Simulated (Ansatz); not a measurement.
Defect migration in beta Ga2O3: interstitial Na, charge state +1. The step: a concerted move, in which Na travels most; the atom moves 1.78 Å along (-0.05, -0.50, -0.13) of the unit cell; the moving atom starts with neighbours 2 Ga at 2.49; O at 1.99, 2 O at 2.15, 2 O at 2.49 Å and ends with 2 Ga at 2.49; O at 1.99, 2 O at 2.15, 2 O at 2.49 Å. DFT values are from Ansatz (plane-wave PAW, 420 eV unless said) in a cell of 160 host sites, spin-restricted, static, with no finite-size correction. The charge state is imposed; whether it is stable for some Fermi level was not computed. Sites that were not tried may lie lower. For the PBE band: the saddle point's order was not checked, and it lies on a symmetry element of the cell, where a band can be held.

```
Level                                                              Forward barrier (eV)  Cost of the band or of the saddle's single point
-----------------------------------------------------------------  --------------------  ------------------------------------------------
CHGNet universal potential (has no charge state), its own band                     0.23                                                 -
PBE, the Γ point alone, band relaxed                                               0.29                    around 80 core-minutes (rough)
PBE, a 2×2×2 k-point mesh shifted by half a step, same geometries                  0.29                      very roughly 30 core-minutes
r2SCAN at 500 eV, the Γ point alone, same geometries                               0.32                     around 9 core-minutes (rough)
HSE06, Γ point alone, same geometries                                              0.31                      very roughly 80 core-minutes
```

Ansatz is a program for electronic structure.
